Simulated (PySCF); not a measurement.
PySCF 2.14.0, TPSSH/def2-svp, df: B(F)2(SeH) (FB(F)[SeH]), 5 atoms. The geometry is a generated start, not checked to be a minimum at this level.

```json
{
  "task": "energy",
  "method": "tpssh",
  "basis": "def2-svp",
  "two_electron_scheme": "density fitting",
  "mol.max_memory": "3000 MB",
  "mf.max_cycle": "100",
  "mf.init_guess": "minao (default)",
  "mf.DIIS": "CDIIS (default)",
  "mf.diis_space": "8 (default)",
  "mf.conv_tol": "1e-09 (default)",
  "mf.grids.level": "3 (default)",
  "basis_functions": "79",
  "grid_points": "72808"
}
```

```xyz
5

B      0.3455    -0.3834     0.2820
F      1.4628    -1.0656     0.3691
F     -0.5251    -0.5570     1.2530
Se     0.0086     0.7893    -1.1764
H     -1.2919     1.2166    -0.7278
```

One run each on 2 threads, 1 BLAS thread. Values of level_shift (Hartree) tried: 0 (default), 0.1, 0.3, 1.

Q: Which value of level_shift (Hartree) needs the fewest Fock builds, and what happens away from it?

A: Fewest Fock builds, within one of each other: 0 (default) with 11, 0.1 with 12. The count rises to 34 at 1. All converge to one solution.

| level_shift (Hartree) | Fock builds | end |
|---|---|---|
| 0 (default) | 11 | same solution |
| 0.1 | 12 | same solution |
| 0.3 | 15 | same solution |
| 1 | 34 | same solution |
